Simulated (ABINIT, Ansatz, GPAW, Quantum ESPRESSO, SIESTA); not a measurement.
# Code comparison for Os (P6_3/mmc, 2 atoms in the cell)

Self-consistent single point.

```
Os
1.0
    1.36500    -2.36425     0.00000
    1.36500     2.36425     0.00000
    0.00000     0.00000     4.32000
Os
2
Cartesian
  1.36500   0.78808   1.08000
  1.36500  -0.78808   3.24000
```

Shared settings, as Ansatz (a first-principles code) writes them: kpoints.mp_grid.grid = 5 5 3; scf.occupations.method = gaussian; scf.occupations.width = 0.01 Ry. Potentials and cutoffs stand in the table.

```tsv
code	model	pressure (GPa)	cutoff
ABINIT	PBE, PAW (JTH v2.0 PBE PAW)	11.04	20 Ha
Quantum ESPRESSO	PBE, SSSP 1.1.2 efficiency (PBE) pseudopotentials	10.58	40 Ry
Ansatz	PBE, default PAW files	10.82	30.9 Ry
GPAW	PBE, GPAW PAW datasets PBE (gpaw-data 1.0.1)	8.47	550 eV
SIESTA	GGA PBE, numerical atomic orbitals DZP, PseudoDojo PBE standard norm-conserving potentials (rewritten from UPF to PSML)	14.34	grid 350 Ry
```

On Ansatz's run: spin-orbit coupling is off. Spin polarisation is off.

The spread over the programs that give each value: pressure within 5.87 GPa.

SIESTA uses small atom-centred bases, whose incompleteness enters pressures, forces and empty levels differently from a plane-wave cutoff. Ansatz's pressure is given at a fixed set of plane waves, as the other plane-wave codes print theirs; with its correction for the finite basis it is 10.92 GPa. In the pressure, GPAW (by 2.23) and SIESTA (by 3.64) lie more than 1 GPa from the median of the plane-wave programs.

On the base mesh (11 11 6) the same programs gave: Ansatz pressure 10.00 GPa; Quantum ESPRESSO pressure 9.76 GPa; ABINIT pressure 10.24 GPa; GPAW pressure 7.64 GPa; SIESTA pressure 13.56 GPa.

The values differ from the base mesh's, so the mesh still matters here: the table compares the programs at equal settings.

The starting cell has typed, rounded lattice constants, without a prior relaxation at this level.

Left out of this page: CP2K (on another mesh); Elk and FLEUR (not drawn, or without a comparable value).

Keys are those of Ansatz 0.2.
